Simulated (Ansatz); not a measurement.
Given:

```yaml
crystal:
  lattice:
    - [3.91270, 0.00000, 0.00000]
    - [0.00000, 3.91270, 0.00000]
    - [0.00000, 0.00000, 3.91270]
  atoms:
    - { symbol: Sr, position: [0.00000, 0.00000, 0.00000] }
    - { symbol: Ti, position: [0.50000, 0.50000, 0.50000] }
    - { symbol: O, position: [0.50000, 0.00000, 0.50000] }
    - { symbol: O, position: [0.00000, 0.50000, 0.50000] }
    - { symbol: O, position: [0.50000, 0.50000, 0.00000] }
```

Space group of this cell: Pm-3m, cubic perovskite. The cell is taken as given; by r2SCAN its mean pressure is -0.8 GPa.

These are r2SCAN (plane waves, PAW; Ansatz, a program for electronic structure) values and carry that method's errors.

The current runs along the normal of the first two printed vectors; no spin-orbit coupling. Scaled by the factor s: all lengths (ions clamped). Meshes 8×8×8 and 8×8 across the current in all rows.

| s | mean pressure (GPa) | band gap (eV) |
|---|---|---|
| 0.98 | 12.0 | 2.39 |
| 1.00 | -0.8 | 2.25 |
| 1.02 | -10.5 | ? |

Take the slope of the band gap against ln s from the two given rows, extrapolate to s = 1.02, and say what the run there gives.

Slope = (2.39 − 2.25) / ln 0.98 = -6.93 eV. The line gives 2.25 + (-6.93) × ln 1.02 = 2.11 eV. The run gives 2.11 eV, as the line does.
